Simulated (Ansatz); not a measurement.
Ansatz (a quantum-chemistry and plane-wave program) run on ZnPt (P4mm, 2 atoms in the cell): self-consistent single point

Computed with PBEsol, default PAW files made with PBE (plane waves; Ansatz).

The input file:

Ansatz 0.2 input:
```yaml
crystal:
  lattice:
    - [2.842307, 0.000000, 0.000000]
    - [0.000000, 2.842307, 0.000000]
    - [0.000000, 0.000000, 3.484076]
  atoms:
    - { symbol: Zn, position: [0.500000, 0.500000, 0.514351] }
    - { symbol: Pt, position: [0.000000, 0.000000, 0.000000] }
basis:
  ecutwfc: 420.0 eV
kpoints:
  mp_grid:
    grid: [12, 12, 10]
hamiltonian:
  xc: pbesol
  pseudopotentials:
    kind: paw
scf:
  occupations:
    method: fermi_dirac
    width: 0.1 eV
output:
  forces: true
  eigenvalues: true
  stress: true
```

Output (repeated stretches shortened):

```
WARN ansatz: RAYON_NUM_THREADS=1 ignored (pool sized by the plan → 1); use --threads N
Pseudopotentials: kind: paw
Pseudopotential: Zn, paw, valence charge 12
Pseudopotential: Pt, paw, valence charge 18
Crystal: 2 atoms, lattice volume = 28.147 Å³
Basis set: ecut = 420 eV, 543 PW (Γ), exchange–correlation on 40×40×48 points (8 copies of the dense FFT grid, shifted against one another)
Bands: 19, of which v1, the nominal top of the filled ones, is band 15 counted from 1 (14 counted from 0)
Symmetry: 8 space group operations
Space group: P4mm (ITA 99), of the structure as read, at distance tolerance 3.0e-5 Å
k-points: 168 of 1440 (time reversal used)
PAW frozen core: Zn, regenerated for the run's functional, and the local potential with it
PAW frozen core: Pt, regenerated for the run's functional, and the local potential with it
Initial density: superposition of atomic densities (neutral atoms: chi_scale 0, normalization atom), corrected by the library's trained network
Initial wavefunctions: pseudopotential atomic-orbital guess
Eigensolver: davidson
Functional: x = pbesol(κ = 0.804, μ = 0.12345679012345678), c = pbesol(β = 0.046)
SCF iter   1: F=—  HF=-15665.867339 eV  |F-HF|=—  |Δ(HF+E_count)|=         —  Δρ=8.96e-3  dr2=2.32e-2  ethr=1.77e-3  ⟨swp⟩=4.9  Hψ=13625  notcnv=0
all-band conjugate gradients solve this SCF's bands
preconditioner: auto → none
SCF iter   2: F=—  HF=-15665.864617 eV  |F-HF|=—  |Δ(HF+E_count)|=   2.72e-3  Δρ=5.08e-3  dr2=1.03e-2  ethr=7.74e-5  ⟨swp⟩=1.6  Hψ=5558  notcnv=0
SCF iter   3: F=—  HF=-15665.862700 eV  |F-HF|=—  |Δ(HF+E_count)|=   1.92e-3  Δρ=2.69e-3  dr2=1.28e-3  ethr=3.43e-5  ⟨swp⟩=2.2  Hψ=4645  notcnv=0
SCF iter   4: F=—  HF=-15665.862068 eV  |F-HF|=—  |Δ(HF+E_count)|=   6.31e-4  Δρ=3.38e-4  dr2=1.58e-5  ethr=4.28e-6  ⟨swp⟩=2.0  Hψ=4795  notcnv=0
SCF iter   5: F=—  HF=-15665.862053 eV  |F-HF|=—  |Δ(HF+E_count)|=   1.51e-5  Δρ=6.24e-5  dr2=6.12e-7  ethr=5.26e-8  ⟨swp⟩=2.6  Hψ=5812  notcnv=0
SCF iter   6: F=-15665.862053 eV  HF=-15665.862053 eV  |F-HF|=3.71e-8  |Δ(HF+E_count)|=   1.07e-7  Δρ=1.43e-5  dr2=5.68e-8  ethr=3.33e-10  ⟨swp⟩=5.1  Hψ=14134  notcnv=0
SCF 1 converged in 6 iterations: F = -15665.862053 eV  dr2 = 5.68e-8
SCF converged after 6 iterations
Free energy (F): -15665.862053 eV
Harris-Foulkes:  -15665.862053 eV  (|F-HF|=3.71e-8)
Internal energy: -15665.847590 eV  (E = F + TS)
E sigma→0 (E₀):  -15665.854822 eV
Entropy (-TS):   -0.014463 eV (-7.231 meV/atom)
Fermi energy:    18.289116 eV
--- Per-component energies (eV) ---
  E_band       = -77.905194
  E_kinetic    = 771.643306
  E_local      = -2963.408219  (includes V_loc(G=0)·N_el)
  E_nonlocal   = 816.694906
  E_hartree    = 1169.655160
  E_xc         = -397.661511
  E_vxc        = -357.089726  (∫ρ·V_xc dr)
  E_paw        = -11105.997863  (= ΣΔE_a)
  E_vpaw       = -685.049790  (= ΣTr[D̂ρ^β])
  E_aug_tail   = -0.000153  (compensation charges beyond the density's cutoff)
  E_ewald      = -3957.857551
  E_core_change = 1.084336  (= ΣΔE_core)
  E_smearing   = -0.014463  (= −TS)
  E_closure    = -0.000000  (closes the sum)
  Σ components = -15665.862053   (vs F -15665.862053, Δ=0.00e0)
--- Forces (eV/Å), atoms counted from 1 ---
  atom   1  Zn    -0.00000000     0.00000000    -0.36277780
  atom   2  Pt     0.00000000     0.00000000     0.36304899
  max |Σ_I F_I| component: 2.71e-4 eV/Å
--- Stress (GPa, compression-positive) ---
       -1.383057       0.000000       0.000000
        0.000000      -1.383057       0.000000
        0.000000       0.000000      -1.376978
  P = ⅓ Tr σ = -1.3810 GPa (-13.810 kbar)
  The stress holds the Pulay correction. Without it, at fixed plane waves, as pw.x and ABINIT print it: P = -1.4951 GPa
--- Band table (eV; the first three rows and the last of 168) ---
  k-point 0: bands = ["-80.0475", "-34.2425", "-34.1648", "-34.1648", "7.6734", "10.4821", "10.5452", "11.3498", "11.3498", "11.5957", "13.5941", "14.2429", "16.7705", "16.7705", "17.3536", "20.7089", "26.7069", "26.7069", "27.3815"]
  k-point 1: bands = ["-80.0475", "-34.2442", "-34.1648", "-34.1648", "7.8228", "10.5197", "10.5738", "11.3603", "11.3603", "11.6004", "13.5614", "14.1895", "16.6694", "16.6694", "17.3462", "19.9815", "27.0004", "27.0004", "28.3588"]
  k-point 2: bands = ["-80.0474", "-34.2488", "-34.1645", "-34.1645", "8.2610", "10.6185", "10.6519", "11.3888", "11.3888", "11.6128", "13.4723", "13.9927", "16.4176", "16.4176", "17.3270", "18.5648", "27.8279", "27.8279", "30.5361"]
  k-point 167: bands = ["-80.0317", "-34.3387", "-34.3387", "-34.2230", "10.8665", "11.0681", "11.0681", "11.6772", "11.8933", "12.4551", "13.0508", "13.0508", "16.9952", "18.5165", "21.0828", "23.4430", "23.4430", "23.8306", "25.4238"]
```

The run converged in 6 iterations.

The starting cell comes from a database of computed structures (which also holds hypothetical and non-ambient phases and stackings), without a prior relaxation at this level. Its lattice was rescaled by up to half a per cent. One atom was moved a little off its site on purpose. Spin-orbit coupling is off. Spin polarisation is off. Ansatz's pressure includes its estimate of the finite-basis (Pulay) stress.
